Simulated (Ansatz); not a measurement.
Gap of a (5,5) arsenic nanotube at several levels, all on one geometry.

Levels: PBE (plane waves to 420 eV, PAW; Ansatz, a quantum-chemistry and plane-wave program); PBE with spin-orbit coupling in Ansatz; r2SCAN (plane waves to 500 eV, PAW; Ansatz); HSE06 in Ansatz. Unmarked values and the geometry are of the first. Mesh 1×1×10. No spin polarisation. Isolated but for its images some 11 Å away. A hypothetical model, rolled from the flat sheet. Only distortions within the start's symmetry and period were free. Values not marked SOC lack spin–orbit coupling. HSE06 ran on a 1×1×5 mesh and at PBE's edge points.

| level | gap (eV) |
|---|---|
| PBE | 1.70 |
| PBE+SOC | [?] |
| r2SCAN | 2.00 |
| HSE06 | 2.31 |

Q: Fill in the missing entries.

A: 
- PBE+SOC, gap (eV): 1.66
